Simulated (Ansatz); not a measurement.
The parent structure is GaCuSe2 in the chalcopyrite structure (space group I-42d, No. 122; a = 5.5700 Å, c = 11.0748 Å). Axes: x, y, z lie along a, b, c of the conventional cell.

Structures relaxed with Kohn–Sham DFT with the PBEsol functional, run in Ansatz (a first-principles code) with PAW and 420 eV plane waves, no spin-orbit coupling.

Base:

Simulated powder pattern, Mo Kα, λ = 0.71073 Å (kinematic, ideal powder, no thermal factors, no anomalous dispersion; the 8 strongest lines at most, above 2 %, up to 2θ = 40°):

```json
[
 {"2θ (°)": "12.71", "I/Imax (%)": "100", "hkl": "(112)"},
 {"2θ (°)": "20.79", "I/Imax (%)": "27", "hkl": "(220)"},
 {"2θ (°)": "20.85", "I/Imax (%)": "54", "hkl": "(204)"},
 {"2θ (°)": "24.45", "I/Imax (%)": "34", "hkl": "(312)"},
 {"2θ (°)": "24.55", "I/Imax (%)": "17", "hkl": "(116)"},
 {"2θ (°)": "29.57", "I/Imax (%)": "9.3", "hkl": "(400)"},
 {"2θ (°)": "32.39", "I/Imax (%)": "14", "hkl": "(316)"},
 {"2θ (°)": "36.46", "I/Imax (%)": "18", "hkl": "(424)"}
]
```

One thing is altered: the cell is stretched by 3.00 % along z with no lateral relaxation; the atoms relax in the strained cell.

Problem. How do the reflections move or split?

Solution. 
Simulated powder pattern, Mo Kα, λ = 0.71073 Å (kinematic, ideal powder, no thermal factors, no anomalous dispersion; the 8 strongest lines at most, above 2 %, up to 2θ = 40°):

```tsv
2θ (°)	I/Imax (%)	hkl
12.59	100	(112)
20.55	54	(204)
20.79	26	(220)
23.96	18	(116)
24.38	33	(312)
31.93	14	(316)
35.84	9.5	(228)
36.28	18	(424)
```

The indices refer to the base's conventional cell; one index is shown for lines that coincide.

Stability against distortions was not tested. The final runs are not spin-polarised.
